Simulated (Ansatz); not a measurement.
SnS2, point defects

Take a 27-atom supercell of SnS2 in the CdI2 type structure (space group P-3m1, No. 164; a = 3.626 Å, c = 5.574 Å; layered, stacked along the Cartesian z axis) at its relaxed geometry as the base.

One neutral defect a cell, atoms relaxed at fixed cell.

The values are results of PBEsol-D3(BJ) (Ansatz, a quantum-chemistry and plane-wave program, PAW, scalar-relativistic without spin-orbit coupling), earlier PAW set, not measurements.

```tsv
variant	gap of the supercell	total moment of the cell	largest displacement of a host atom from its site in the perfect cell
perfect supercell	1.04 eV	–	–
Cd on a Sn site	zero	1.1 μB	0.07 Å
P on a S site	zero	0.0 μB	0.12 Å
Ti on a Sn site	0.47 eV	0.0 μB	0.17 Å
```

The magnetic state is the one reached from the starting moments; the real material's order can differ, and small cells can't hold many antiferromagnetic ones. The cell is small, so the values are those of an ordered compound at a high defect concentration; dilute-limit values will differ. The mesh was chosen for an insulator and is coarse for the gapless case. Starting moments died away, wholly or in part, for P on a S site and Ti on a Sn site; another magnetic solution may exist.
